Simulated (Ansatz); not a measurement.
Consider the following.

```
CELL_PARAMETERS angstrom
      4.33999     0.00000     0.00000
     -2.17000     3.75854    -0.04059
      0.00000    -0.07644     7.07803
ATOMIC_POSITIONS crystal
  Cd 0.66546 0.33092 0.00054
  Cd 0.33223 0.66446 0.50054
  Se 0.66789 0.33577 0.62466
  Se 0.33443 0.66885 0.12466
```

No spin polarisation.

Computed with Ansatz (a quantum-chemistry and plane-wave program), r2SCAN, PAW, cutoff 500 eV, no SOC. Γ-centred 9×9×5 mesh, Fermi–Dirac width 0.05 eV.

**Question.** Predict the electron mass and space group.

**Answer.** The electron mass comes out as 0.093 mₑ along z, 0.100 mₑ across (at Γ). The space group is Cm (No. 8).

The levels and masses belong to the bands next to the band gap. The cells carry an imposed strain or load. Effective masses come from finite differences of ±0.01 Å⁻¹. Whether these cells are dynamically stable was not tested. The cell was made from CdSe in the wurtzite structure (space group P6_3mc, No. 186) by this change: tensor shear ε_yz = −1.08 %.
